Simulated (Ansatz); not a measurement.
Defect: interstitial Cu in rock-salt TiN, neutral cell. The step: a concerted move, in which Cu travels most; the atom moves 2.12 Å along (0.00, 0.50, 0.00) of the unit cell; the moving atom starts with neighbours 4 N at 1.92; 4 Ti at 2.20 Å and ends with 4 N at 1.92; 4 Ti at 2.20 Å. DFT values are from Ansatz (plane-wave PAW, 420 eV unless said) in a cell of 64 host sites, spin-restricted, static, with no finite-size correction. Sites that were not tried may lie lower. For the PBE band: the saddle point's order was not checked, and it lies on a symmetry element of the cell, where a band can be held.

| Level | Forward barrier (eV) | Cost of the band or of the saddle's single point |
|---|---|---|
| CHGNet universal potential (has no charge state), its own band | 0.86 | - |
| PBE, a 3×3×3 k-point mesh shifted by half a step, band relaxed | 1.43 | around 4 core-hours (rough) |
| PBE, a 4×4×4 k-point mesh shifted by half a step, same geometries | 1.46 | around 19 core-minutes (rough) |

Ansatz is an electronic-structure program.
